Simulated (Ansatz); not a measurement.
InP (F-43m) under hydrostatic pressure: hole conductivity mass by r2SCAN with spin-orbit coupling, rigid bands (plane waves, PAW; Ansatz, an electronic-structure program). The unloaded cell, whose axes the loads refer to:

```yaml
crystal:
  lattice:
    - [0.00000, 2.95361, 2.95361]
    - [2.95361, 0.00000, 2.95361]
    - [2.95361, 2.95361, 0.00000]
  atoms:
    - { symbol: In, position: [0.00000, 0.00000, 0.00000] }
    - { symbol: P, position: [0.25000, 0.25000, 0.25000] }
```

| hydrostatic pressure (GPa) | volume per atom (Å³) | hole conductivity mass (mₑ) |
|---|---|---|
| -2 | 26.59 | ? |
| 0 | 25.77 | 0.567 |
| 2 | 25.07 | 0.550 |
| 10 | 23.01 | 0.500 |

Problem. Fit a straight line to ln(hole conductivity mass) against the load over the rows given, and predict the row at -2 GPa.

Solution. The means are x̄ = 4.000 GPa and ȳ = -0.6195; Σ(x − x̄)(y − ȳ) = -0.6936 and Σ(x − x̄)² = 56.00, so the slope is -1.24 % per GPa, and the rows given lie within 0.31 % of the line. At -2 GPa the line gives 0.580 mₑ; the calculation gives 0.589 mₑ, 1.6 % from it.

Masses are for dilute carriers at 300 K, harmonic means over directions unless an axis is named. Stresses and pressures are the targets of the relaxation. The structure type is held at every load. Geometry: cell and atoms relaxed with r2SCAN.
